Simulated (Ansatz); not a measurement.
Response to strain in BN

Start from BN in the h-BN type structure (space group P6_3/mmc, No. 194; a = 2.501 Å, c = 6.526 Å; layered, stacked along the Cartesian z axis). Axes: x lies along a and z along c of the hexagonal cell.

Strains are applied to the cell and any free atomic positions relax; under biaxial strain the out-of-plane vector relaxes too.

Calculations: r2SCAN+rVV10 (Ansatz, a program for electronic structure, PAW, no spin-orbit coupling).

Notes on the quantities. pressure: mean of the normal stresses, compression positive.

```json
[
 {"change": "base", "space group": "P6_3/mmc (No. 194)", "pressure": "0.0 kbar", "band gap": "4.74 eV"},
 {"change": "biaxial strain −4.40 %, plane normal [001], relaxed out of plane", "space group": "P6_3/mmc (No. 194)", "pressure": "411.3 kbar", "band gap": "4.97 eV"},
 {"change": "biaxial strain −3.02 %, plane normal [001], relaxed out of plane", "space group": "P6_3/mmc (No. 194)", "pressure": "263.6 kbar", "band gap": "4.90 eV"},
 {"change": "biaxial strain +2.40 %, plane normal [001], relaxed out of plane", "space group": "P6_3/mmc (No. 194)", "pressure": "-161.4 kbar", "band gap": "4.61 eV"},
 {"change": "isotropic strain +3.98 %", "space group": "P6_3/mmc (No. 194)", "pressure": "-242.8 kbar", "band gap": "4.58 eV"},
 {"change": "isotropic strain +5.63 %", "space group": "P6_3/mmc (No. 194)", "pressure": "___", "band gap": "___"},
 {"change": "uniaxial strain ε_xx = −0.92 %", "space group": "Cmcm (No. 63)", "pressure": "35.6 kbar", "band gap": "4.72 eV"},
 {"change": "uniaxial strain ε_xx = +2.85 %", "space group": "Cmcm (No. 63)", "pressure": "-99.1 kbar", "band gap": "4.59 eV"},
 {"change": "uniaxial strain ε_xx = +5.35 %", "space group": "Cmcm (No. 63)", "pressure": "-173.0 kbar", "band gap": "4.47 eV"},
 {"change": "uniaxial strain ε_zz = −2.46 %", "space group": "P6_3/mmc (No. 194)", "pressure": "3.7 kbar", "band gap": "4.70 eV"}
]
```

Q: Some entries are withheld; estimate them.

A: 
- isotropic strain +5.63 %, pressure: -312.7 kbar
- isotropic strain +5.63 %, band gap: 4.51 eV

No phonon test of stability was made.
